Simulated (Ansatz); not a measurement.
Base system: CeO$_{2}$ in the fluorite structure (space group Fm-3m, No. 225; a = 5.4379 Å). Axes: x, y, z lie along the cube axes.

Computed with r2SCAN/PAW in Ansatz (a program for electronic structure), no SOC, earlier PAW set.

Free-standing slabs (3 atom(s) a layer) normal to [111] with 15 Å of vacuum; in-plane cell held at bulk.

One change was made to it. Results:

```tsv
quantity	base	after
band gap	2.16 eV	2.12 eV
shortest interatomic distance	2.355 Å	2.315 Å
smallest direct gap	2.26 eV	2.17 eV
```

Task: What was done to the base?
A) 1 layer
B) 5 layers
C) 2 layers

Result: B, 5 layers. For comparison, the band gap in the other runs: 1 layer gives 2.06 eV; 2 layers gives 2.07 eV.

No phonon test of stability was made. Seeded moments were not kept for the base. The final runs are not spin-polarised.
